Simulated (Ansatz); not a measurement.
**WC: energy against strain**

WC (WC type, P-6m2, 10.288 Å³/atom at rest, c along z) under a strain ε along a direction in the basal plane (axis x), the other axes held. PBEsol in Ansatz, a plane-wave DFT program (PAW, default set), 420 eV, 23×23×20 Γ-centred mesh, Fermi-Dirac smearing 0.10 eV; ions are relaxed within the symmetry of each cell.

Here s stands for strain and y for E less E0.

```csv
strain (%),E less E0 (meV/atom)
-3.00,?
-1.50,5.42
-1.00,2.36
-0.50,0.57
0.00,0.00
0.50,0.61
1.00,2.35
1.50,5.19
```

Question: Using a parabola, estimate the missing y at s = -3.00 from the other rows, showing the fit.

Answer: Least squares gives y = 0.000 - 0.0479·s + 2.3576·s². Residuals (row less fit): 0.044, -0.046, -0.043, 0.000, 0.045, 0.040, -0.043; standard error 0.053 (degrees of freedom: 4). Twice the quadratic coefficient over the volume, 2 × 2.3576 meV × 10⁴ × 0.1602 / 10.288 Å³, is the elastic constant C11 = 734 ± 7 GPa. At the withheld row, y = 0.000 - 0.0479 × (-3.0) + 2.3576 × (-3.0)² = 21.362 meV/atom. The calculation gives 22.65 meV/atom, 1.288 meV/atom above the prediction (5.7 % of the range of y in the table). The row lies outside the fitted rows, so this is an extrapolation. From the scatter of the fitted rows alone, a prediction at this place has a standard error of 0.203 meV/atom, so the miss is 6.3 times that.

One order more, fitted to all 13 runs of the series, follows each within 0.01, so the miss is the next term of a smooth law. In a metal these values are sensitive to mesh and smearing; energies are taken to zero smearing, stresses follow the free energy. Rows are the converged runs of the series near zero and its far end; series whose fitted rows scatter by over a few per cent of the range, as at a crossing or softening among them, aren't shown in this form. Most that stay on the fit to the last digits aren't either.
